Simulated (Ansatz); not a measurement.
L1₀ (CuAu-type) CuAu was calculated with LDA (PAW; Ansatz, a program for electronic structure).

Total energies, extrapolated to zero smearing (they compare only within this program, potentials and cutoff):

| system | energy (eV/atom) |
|---|---|
| L1₀ (CuAu-type) CuAu, relaxed | -9710.3925 |
| fcc Cu | -6555.7236 |
| fcc Au | -12864.9557 |

Task: Work out the enthalpy of formation per atom.

Result: ΔH_f ≈ ΔE = -9710.3925 − [1 × (-6555.7236) + 1 × (-12864.9557)]/2 = -0.053 eV/atom (0 K, no vibrations). The reference value is -0.093 eV/atom (measured, 320 K, no zero-point or thermal correction; as tabulated in Nepal et al. (2019), arXiv:1905.09348), a difference of +0.040 eV/atom.

Spin–orbit coupling, which matters for such heavy atoms, is left out.

The PAW data were made under PBE.
